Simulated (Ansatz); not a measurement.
TiAl, response to strain

The reference is TiAl (space group P4/mmm, No. 123; a = 2.813 Å, c = 4.062 Å; relaxed with 0.1 eV smearing). Axes: x, y, z lie along a, b, c of the conventional cell.

Strains are applied to the cell and any free atomic positions relax.

All numbers come from Kohn–Sham DFT with the r2SCAN functional, run in Ansatz (a quantum-chemistry and plane-wave program) with PAW and 500 eV plane waves, scalar-relativistic without spin-orbit coupling.

Notes on the quantities. pressure: mean of the normal stresses, compression positive; energy relative to the base: free energy F.

| case | pressure | energy relative to the base | volume per atom |
|---|---|---|---|
| base | 0.0 GPa | 0 meV/atom | 16.07 Å³ |
| uniaxial strain ε_zz = +0.50 % | -0.6 GPa | +0.2 meV/atom | 16.15 Å³ |
| uniaxial strain ε_zz = +1.00 % | -1.2 GPa | +0.9 meV/atom | 16.23 Å³ |
| uniaxial strain ε_zz = +1.50 % | -1.7 GPa | +2.1 meV/atom | 16.31 Å³ |
| uniaxial strain ε_zz = +2.00 % | -2.3 GPa | +3.7 meV/atom | 16.39 Å³ |
| uniaxial strain ε_zz = +2.50 % | -2.8 GPa | +5.7 meV/atom | 16.47 Å³ |
| uniaxial strain ε_zz = +3.00 % | -3.4 GPa | +8.1 meV/atom | 16.55 Å³ |

Stability against distortions was not tested. The final runs are not spin-polarised.
